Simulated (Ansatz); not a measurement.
Data:

```yaml
crystal:
  lattice:
    - [2.69349, 0.00000, 0.00000]
    - [0.00000, 5.98661, 0.00000]
    - [0.00000, 2.99330, 2.99330]
  atoms:
    - { symbol: Si, position: [0.50000, 0.50000, 0.00000] }
    - { symbol: Si, position: [0.00000, 0.00000, 0.00000] }
    - { symbol: O, position: [0.00000, 0.30684, 0.38632] }
    - { symbol: O, position: [0.00000, 0.69316, 0.61368] }
    - { symbol: O, position: [0.50000, 0.19316, 0.00000] }
    - { symbol: O, position: [0.50000, 0.80684, 0.00000] }
```

Space group of this cell: P4_2/mnm, rutile. The cell is taken as given; by r2SCAN its mean pressure is -9.6 GPa.

Computed with r2SCAN (plane waves, PAW; Ansatz, a program for electronic structure).

The current runs along the normal of the first two printed vectors; no spin-orbit coupling. Scaled by the factor s: all lengths (ions clamped). Meshes 12×10×10 and 12×6 across the current in all rows.

| s | mean pressure (GPa) | slowest mid-gap decay constant κ (1/Å) |
|---|---|---|
| 0.98 | 10.8 | ? |
| 1.00 | -9.6 | 0.415 |
| 1.02 | -25.1 | 0.369 |

Take the slope of the slowest mid-gap decay constant κ against ln s from the two given rows, extrapolate to s = 0.98, and say what the run there gives.

Slope = (0.369 − 0.415) / ln 1.02 = -2.32 1/Å. The line gives 0.415 + (-2.32) × ln 0.98 = 0.462 1/Å. The run gives 0.460 1/Å, 0.002 1/Å under the line, 4 % of the predicted step.
